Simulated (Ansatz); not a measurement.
The reference is HgTe in the zinc blende structure (space group F-43m, No. 216).

```
HgTe
1.0
    0.00000     3.25495     3.25495
    3.25495     0.00000     3.25495
    3.25495     3.25495     0.00000
Te Hg
1 1
Cartesian
  4.88243   4.88243   4.88243
  0.00000   0.00000   0.00000
```

Cartesian axes are those of the cell as printed.

The values are results of DFT with PBEsol, PAW potentials and a 420 eV plane-wave cutoff in Ansatz (a program for electronic structure), without spin-orbit coupling, earlier PAW set, not measurements.

For the base:

The pressure is 0.0 GPa. The volume per atom comes out as 34.49 Å³. The band gap is zero.

The change: biaxial strain +3.44 %, plane normal [110], relaxed out of plane (Cartesian); in-plane vectors clamped, the third vector and the atoms free.

Q: What does the calculation give for the pressure, energy relative to the base, volume per atom and band gap after the change?

A: The pressure (mean of the normal stresses, compression positive) goes from zero to -1.5 GPa; the energy grows by 17 meV/atom; the volume per atom rises by 1.358 Å³ to 35.84 Å³; the band gap stays zero.

A biaxial case was relaxed in a doubled cell and then solved in the primitive one. Spin-orbit coupling, missing from the scalar runs, can matter with Hg and Te. Whether these cells are dynamically stable was not tested. The final runs are not spin-polarised. The zero or small gap of HgTe can change with the level of theory.
